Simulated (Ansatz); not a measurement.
Consider TiO2 in the rutile structure (space group P4_2/mnm, No. 136; a = 4.597 Å, c = 2.954 Å). Axes: x, y, z lie along a, b, c of the conventional cell.

All numbers come from plane-wave PAW DFT at the r2SCAN level (Ansatz, a program for electronic structure, 500 eV), no SOC.

For the base:

| Property | Value |
|---|---|
| Width of the top valence band | 1.66 eV |
| Valence-band top at Γ | 0.00, -0.48, -0.48 eV |
| Electron mass | 0.58 mₑ along c, 1.2 mₑ across (at Γ) |

Perturbation: compressive biaxial strain of 1.19 % in the plane normal to [001], as in epitaxy on a mismatched substrate; the out-of-plane cell vector and the atoms relax.

Problem. What happens to the width of the top valence band?

Solution. The width of the top valence band increases by 0.03 eV, from 1.66 eV to 1.69 eV.

Problem. How does this affect the out-of-plane strain?

Solution. The out-of-plane strain is +0.80 %.

Problem. Predict the new valence-band top at Γ.

Solution. The valence-band top at Γ (three highest levels, from the VBM) becomes 0.00, -0.49, -0.49 eV (base: 0.00, -0.48, -0.48 eV).

Problem. What does the calculation give for the electron mass after the change?

Solution. The electron mass goes from 0.58 mₑ along c, 1.2 mₑ across (at Γ) to 0.59 mₑ out of plane, 1.2 mₑ in plane (at Γ).

The levels and masses belong to the bands next to the band gap. Masses are band curvatures over ±0.01 Å⁻¹ around the edge. Whether these cells are dynamically stable was not tested. The final runs are not spin-polarised.
